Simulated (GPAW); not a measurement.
A self-consistent single point of Na2NiO2 (Immm, 5 atoms in the cell) with GPAW.

Level of theory: PBEsol, GPAW PAW datasets PBEsol (made by gpaw-setup) (plane waves; GPAW).

```
Na2NiO2
1.0
   -1.43483     2.27553     4.82404
    1.43483    -2.27553     4.82404
    1.43483     2.27553    -4.82404
Na Ni O
2 1 2
Direct
  0.32114   0.32114   0.00000
  0.67886   0.67886   0.00000
  0.00000   0.00000   0.00000
  0.13078   0.63078   0.50000
  0.86922   0.36922   0.50000
```

Reference input (self-consistent single point, DFT PBEsol, plane waves, GPAW PAW datasets PBEsol (made by gpaw-setup)): mode = pw; ecut = 900 eV; xc = PBEsol; kpts = 6 6 6; mesh shift (steps) = 0 0 0; occupations.name = methfessel-paxton; occupations.width = 0.01 eV; occupations.order = 0; nbands = -4; convergence.density = 1e-05 e/electron; convergence.energy = 1e-05 eV/electron; convergence.bands = -2. This run's input differs from it in these lines:

```diff
@@ -17,3 +17,3 @@
             xc='PBEsol',
-            kpts={'size': (6, 6, 6), 'gamma': True},
+            kpts=(5, 5, 5),
             occupations={'name': 'methfessel-paxton', 'width': 0.01, 'order': 0},
```

The program printed (abridged):

```
     iter     time        total  log10-change:
                         energy   eigst   dens
iter:   1 --:--:--   -29.726462   +0.40
iter:   2 --:--:--   -29.165580   -0.40  -1.18
iter:   3 --:--:--   -27.804749   -0.58  -1.24
iter:   4 --:--:--   -27.612686   -0.83  -1.48
iter:   5 --:--:--   -27.628882   -1.64  -1.67
   [... 2 lines left out ...]
iter:   8 --:--:--   -27.484852   -2.51  -2.59
iter:   9 --:--:--   -27.483174   -2.76  -2.58
iter:  10 --:--:--   -27.479266   -3.38  -2.61
iter:  11 --:--:--   -27.479365   -4.20  -3.34
iter:  12 --:--:--   -27.479299c  -4.88  -3.35
iter:  13 --:--:--   -27.479272c  -5.66  -3.46
iter:  14 --:--:--   -27.479266c  -5.91  -3.55
iter:  15 --:--:--   -27.479266c  -6.19  -3.58
iter:  16 --:--:--   -27.479253c  -5.70  -3.65
   [... 2 lines left out ...]
iter:  19 --:--:--   -27.479244c  -6.70  -3.86
iter:  20 --:--:--   -27.479249c  -6.63  -3.94
iter:  21 --:--:--   -27.479243c  -6.02  -4.09
iter:  22 --:--:--   -27.479243c  -7.18  -4.48
iter:  23 --:--:--   -27.479243c  -7.85c -4.53
iter:  24 --:--:--   -27.479243c  -7.90c -4.57
iter:  25 --:--:--   -27.479242c  -7.38  -4.61
iter:  26 --:--:--   -27.479242c  -8.54c -4.71
iter:  27 --:--:--   -27.479243c  -7.76c -4.96
iter:  28 --:--:--   -27.479243c  -8.03c -5.05c
Converged after 28 iterations.

Dipole moment: (0.000000, -0.000000, 0.000000) |e|*Ang

Energy contributions relative to reference atoms: (reference = -54216.487745)

Kinetic:        +26.842835
Potential:      -24.290044
External:        +0.000000
XC:             -30.469306
Entropy (-ST):   -0.000000
Local:           +0.437272
SIC:             +0.000000
--------------------------
Free energy:    -27.479243
Extrapolated:   -27.479243

Showing only first 2 kpts
 Kpt  Band  Eigenvalues  Occupancy
  0    19      2.63275    2.00000
  0    20      3.48158    2.00000
  0    21      4.96868    0.00000
  0    22      5.18232    0.00000

  1    19      2.60969    2.00000
  1    20      3.50525    2.00000
  1    21      4.74606    0.00000
  1    22      7.60041    0.00000

Fermi level: 4.10934

Gap: 0.627 eV
Transition (v -> c):
   [... lines left out ...]
Direct gap: 0.931 eV
   [... lines left out ...]
Energy (eV): -27.479243

Forces in eV/Ang:
  0 Na    0.00000    0.00000    0.08157
  1 Na    0.00000    0.00000   -0.08157
  2 Ni    0.00000    0.00000    0.00000
  3 O     0.00000    0.00000   -0.41560
  4 O     0.00000    0.00000    0.41560

Stress tensor:
     0.020974    -0.000000    -0.000000
    -0.000000    -0.001059    -0.000000
    -0.000000    -0.000000     0.027715
Stress (GPa, Voigt): [ 3.3604 -0.1697  4.4404 -0.     -0.     -0.    ]
```

The run converged in 28 iterations. GPAW prints stress with tension positive. Against the reference run the free energy hardly moves (within 1 meV/atom), the largest force moves little (0.415 to 0.416 eV/Å) and the gap on the mesh goes from 0.580 to 0.627 eV.

At such cutoffs GPAW's stress carries a finite-basis (Pulay) error, which enters relaxed cells too; its log prints stress with tension positive.

The starting cell comes from a database of computed structures (which also holds hypothetical and non-ambient phases and stackings), without a prior relaxation at this level.

Cost on one core of a shared machine: roughly 5 min.
